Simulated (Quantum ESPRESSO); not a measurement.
A self-consistent single point of HgRuO₃ (P1, 5 atoms in the cell) with Quantum ESPRESSO.

Computed with PBEsol, GBRV 1.5 ultrasoft (PBESOL) pseudopotentials (plane waves; Quantum ESPRESSO).

The change in words: lattice scaled by 0.98. Reference geometry:
```
CELL_PARAMETERS angstrom
      3.94433     0.00000     0.00000
      0.00000     3.94433     0.00000
      0.00000     0.00000     3.94433
ATOMIC_POSITIONS crystal
  Hg 0.02045 0.01935 0.02356
  Ru 0.50266 0.48474 0.50720
  O  0.48096 0.51607 0.99138
  O  0.00968 0.49085 0.48802
  O  0.48626 0.98899 0.48985
```

Reference input (self-consistent single point, DFT, PBEsol, plane waves, GBRV 1.5 ultrasoft (PBESOL) pseudopotentials): ecutwfc = 40 Ry; ecutrho = 320 Ry; occupations = smearing; smearing = fermi-dirac; degauss = 0.0099958 Ry; potentials = {Hg: hg_pbesol_v1.uspp.F.UPF, Ru: ru_pbesol_v1.2.uspp.F.UPF, O: o_pbesol_v1.2.uspp.F.UPF}; K_POINTS = automatic 5 5 5 0 0 0; conv_thr = 1e-11 Ry. This run's input differs from it in these lines:

```diff
@@ -26,7 +26,7 @@
 ATOMIC_POSITIONS angstrom
-Hg    0.0806457712    0.0763070082    0.0929205261
-Ru    1.9826490291    1.9119824129    2.0005562873
-O     1.8970610125    2.0355424944   -0.0340001246
-O     0.0381732257    1.9360941021    1.9248961493
-O     1.9179620171   -0.0434270733    1.9321221618
+Hg    0.0790328476    0.0747808603    0.0910621062
+Ru    1.9429958475    1.8737425707    1.9605449587
+O     1.8591195998    1.9948314381   -0.0333201187
+O     0.0374097574    1.8973720238    1.8863980311
+O     1.8796025823   -0.0425585274    1.8934795227
 K_POINTS automatic
@@ -34,5 +34,5 @@
 CELL_PARAMETERS bohr
-   7.4537034452     0.0000000000     0.0000000000
-   0.0000000000     7.4537034452     0.0000000000
-   0.0000000000     0.0000000000     7.4537034452
+   7.3046286203     0.0000000000     0.0000000000
+   0.0000000000     7.3046286203     0.0000000000
+   0.0000000000     0.0000000000     7.3046286203
```

The program printed (abridged):

```
     Self-consistent Calculation

     iteration #  1     ecut=    40.00 Ry     beta= 0.70

     negative rho (up, down):  7.635E-02 0.000E+00

     total energy              =    -396.86873210 Ry
     estimated scf accuracy    <       2.18717785 Ry

     iteration #  2     ecut=    40.00 Ry     beta= 0.70

     negative rho (up, down):  7.517E-02 0.000E+00

     total energy              =    -396.42545503 Ry
     estimated scf accuracy    <      12.96335999 Ry

     iteration #  3     ecut=    40.00 Ry     beta= 0.70

     negative rho (up, down):  7.539E-02 0.000E+00

     total energy              =    -398.15563951 Ry
     estimated scf accuracy    <       0.29046642 Ry

   [... 10 blocks of this kind left out ...]

     iteration # 14     ecut=    40.00 Ry     beta= 0.70

     negative rho (up, down):  7.637E-02 0.000E+00

     total energy              =    -398.20267873 Ry
     estimated scf accuracy    <          3.2E-10 Ry

     iteration # 15     ecut=    40.00 Ry     beta= 0.70

     negative rho (up, down):  7.637E-02 0.000E+00
     End of self-consistent calculation

     the Fermi energy is    12.6599 ev

!    total energy              =    -398.20267873 Ry
     estimated scf accuracy    <          4.6E-12 Ry
     smearing contrib. (-TS)   =      -0.01715884 Ry
     internal energy E=F+TS    =    -398.18551990 Ry

     convergence has been achieved in  15 iterations

     negative rho (up, down):  7.637E-02 0.000E+00

     Forces acting on atoms (cartesian axes, Ry/au):

     atom    1 type  1   force =    -0.00863215   -0.01744311   -0.00816293
     atom    2 type  2   force =     0.02001174    0.02558811   -0.01924788
     atom    3 type  3   force =     0.00938425   -0.00981182    0.02416937
     atom    4 type  3   force =    -0.02920001   -0.00045131    0.00206384
     atom    5 type  3   force =     0.00843617    0.00211813    0.00117760

     Total force =     0.059781     Total SCF correction =     0.000004

     negative rho (up, down):  7.637E-02 0.000E+00
          total   stress  (Ry/bohr**3)                   (kbar)     P=       30.30
   0.00015860   0.00004358   0.00001049           23.33        6.41        1.54
   0.00004358   0.00015794   0.00003477            6.41       23.23        5.11
   0.00001049   0.00003477   0.00030139            1.54        5.11       44.34

   JOB DONE.
```

The run converged in 15 iterations. Against the reference run the free energy goes down by 13.0 meV/atom, the pressure goes from -8.41 to 3.03 GPa and the largest force goes from 0.630 to 0.971 eV/Å.

The starting cell comes from a database of computed structures (which also holds hypothetical and non-ambient phases and stackings), without a prior relaxation at this level. Its atoms were displaced at random from the sites of space group no. 221. For this run, on top of that: lattice scaled by 0.98. Spin polarisation is off. With a pressure of about 3 GPa the cell is away from its equilibrium volume at this level.

Cost on one core of a shared machine: roughly 80 s.
